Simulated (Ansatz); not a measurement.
CaO: isotropic strain −0.17 %

The reference is CaO in the rock salt structure (space group Fm-3m, No. 225; a = 4.8307 Å).

It is then changed as follows: the cell is scaled by 0.9983 in all directions, atoms relaxed at fixed cell.

All numbers come from DFT with PBE, PAW potentials and a 420 eV plane-wave cutoff in Ansatz (a first-principles code), no spin-orbit coupling. Settings: 12×12×12 k-points, 0.05 eV Fermi–Dirac smearing.

The volume per atom shrinks by 0.07 Å³ to 14.02 Å³ and the space group stays Fm-3m (No. 225). The shortest interatomic distance falls by 0.4 pm, from 241.5 pm to 241.1 pm and the energy stays essentially unchanged. The pressure increases by 0.54 GPa to 0.55 GPa and the band gap stays 3.66 eV. The gap character remains indirect, Γ → X and the smallest direct gap remains 4.03 eV. The width of the top valence band is nearly the same (1.16 eV against 1.17 eV) and the electron mass remains 1.4 mₑ along k, 0.44 mₑ across (at X). The hole mass (degenerate bands, along [100]) is still 0.35, 2.9, 2.9 mₑ (at Γ) and the valley order (the lowest conduction-band minima on the path, energy above the VBM, named in the base's zone) goes from X along ⟨100⟩ 3.66 eV; Γ 4.61 eV to X along ⟨100⟩ 3.66 eV; Γ 4.65 eV.

Final structure:

```xyz
2
Lattice="0.0000 2.4112 2.4112 2.4112 0.0000 2.4112 2.4112 2.4112 0.0000" Properties=species:S:1:pos:R:3 pbc="T T T"
O      0.0000     0.0000     0.0000
Ca     2.4112     2.4112     2.4112
```

Cost of the whole job for the changed cell (relaxation, final SCF and bands): about 3 core-seconds (a rough figure).

Effective masses come from finite differences of ±0.01 Å⁻¹. Along k means along the line from Γ to the band edge. Whether these cells are dynamically stable was not tested.
